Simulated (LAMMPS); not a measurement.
MD of Ni (fcc) at zero pressure, 2048 atoms, as a liquid; each row is its own run.

Computed with classical MD, pair style adp, file Ni.adp, run in LAMMPS.

| T (K) | D(Ni) (cm²/s) |
|---|---|
| 1560 | 1.68e-5 |
| 1900 | 4.32e-5 |
| 2160 | 6.31e-5 |
| 2420 | 9.08e-5 |

Task: Fit an Arrhenius law, ln y = a + b / x, to these rows (x is the first column, y the second) and predict the run at x = 1730.

Result: Least squares gives a = -6.2434 and b = -7364. The slope times kB gives an activation energy of 0.63 eV. At x = 1730 the fit predicts 2.75e-5 cm²/s. The run itself gave (2.77 ± 0.06) × 10^-5 cm²/s, so the fit is 0.72 % low, within the run's error.

Caution (rows 1560; 1730): this liquid lies under the melting point of about 1800 K that EAM-type Ni.adp gives, so it is undercooled.

Errors of D are the spread over four groups of atoms in one short run; a floor of about 5 %, a picked value, is safer.
